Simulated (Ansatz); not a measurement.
Data:

```yaml
crystal:
  lattice:
    - [0.00000, 2.75757, 2.71189]
    - [2.75757, 0.00000, 2.71189]
    - [2.75757, 2.75757, 0.00000]
  atoms:
    - { symbol: Al, position: [0.00000, 0.00000, 0.00000] }
    - { symbol: P, position: [0.75000, 0.75000, 0.75000] }
```

Level of theory: PBEsol with spin-orbit coupling, rigid bands (plane waves, PAW; Ansatz, an electronic-structure program). Condition of this run: biaxial stress xx = yy = -1 GPa (compression positive) (the target of the relaxation). How the cell was made: cell and atoms relaxed with PBEsol, then loaded as said.

### Question
Predict the electron conductivity mass (n e² τ/σ) at 300 K, by direction if it differs.

### Answer
0.27 (x), 0.27 (y), 0.69 (z) mₑ.

### Question
What conductivity effective mass do dilute holes have at 300 K?

### Answer
0.67 (x), 0.67 (y), 0.60 (z) mₑ.

### Question
And the band gap?

### Answer
1.35 eV at this level; semilocal functionals usually fall short of the measured gap.

Rigid bands, one relaxation time for all states, no polarons.
